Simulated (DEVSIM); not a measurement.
# Schottky contact on p-type Si

Structure: Schottky contact on p-type Si, at 300 K.

```csv
layer (left to right),material,thickness (μm),Na (cm⁻³),τn (s),τp (s)
1,Si,0.580,1.6e16,1.1e-7,1.1e-7
2,Si,0.770,1.3e18,1.1e-7,1.1e-7
```

Left contact: Schottky, work function 4.384 eV, emission velocity 2e6 cm/s. Right contact: ohmic. Voltage is applied to the left contact. Recombination: SRH at mid-gap, radiative. Mobility is μmin + (μ − μmin)/(1 + (N/Nref)^α).

The device is made up for the run: typed textbook-type constants, with dimensions and the other settings drawn at random. Values at 300 K.

```csv
parameter,Si
gap (eV),1.124
affinity (eV),4.05
permittivity,11.7
Nc (cm⁻³),2.86e19
Nv (cm⁻³),3.1e19
μn (cm²/Vs),1417
μp (cm²/Vs),470
"μn,min",52
"μp,min",45
"Nref,n",9.7e16
"Nref,p",2.2e17
αn,0.68
αp,0.72
B (cm³/s),4.7e-15
```

Model (solved in DEVSIM): 1D drift-diffusion, Boltzmann statistics, complete ionisation; no tunnelling, impact ionisation, image-force lowering or self-heating. Metal contacts follow the ideal Schottky-Mott rule: no Fermi-level pinning, no interface dipoles.

The potential step across the device at zero bias comes out as 0.708 V and the dark forward voltage at 1 A/cm² comes out as 0.378 V. The dark forward voltage at 100 A/cm² is 0.505 V.

Dark reverse current:

| V (V) | J (A/cm²) |
|---|---|
| 0.04 | 4.0e-7 |
| 0.10 | 5.0e-7 |
| 0.20 | 5.3e-7 |
| 0.30 | 5.5e-7 |
| 0.40 | 5.6e-7 |
| 0.60 | 5.9e-7 |
| 0.80 | 6.2e-7 |
| 1.00 | 6.4e-7 |
| 1.30 | 6.7e-7 |
| 1.60 | 6.9e-7 |
| 2.00 | 7.3e-7 |

Dark forward current:

(V (V), J (A/cm²)): (-0.05, -2.9e-6); (-0.10, -2.3e-5); (-0.15, -0.00016); (-0.20, -0.0011); (-0.25, -0.0075); (-0.30, -0.051); (-0.35, -0.35); (-0.40, -2.3); (-0.45, -15); (-0.50, -87); (-0.55, -340); (-0.60, -840); (-0.65, -1500); (-0.70, -2300)
